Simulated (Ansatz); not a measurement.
CsCl-type PdIn was calculated with r²SCAN (Ansatz, a program for electronic structure, plane waves, PAW).

Settings: plane-wave cutoff 600 eV, 16×16×16 k mesh, Fermi–Dirac smearing 0.1 eV, finite displacements, force constants from a 4×4×4 q mesh, scalar-relativistic PAW data made under PBE.

Computed at the level's own relaxed cell.

Harmonic phonon frequencies (cm⁻¹; i marks an imaginary mode):

| q point | frequencies |
|---|---|
| Γ | 0 0 0 140 140 140 |
| R | 93 93 93 142 142 142 |

No imaginary mode appears at these points.
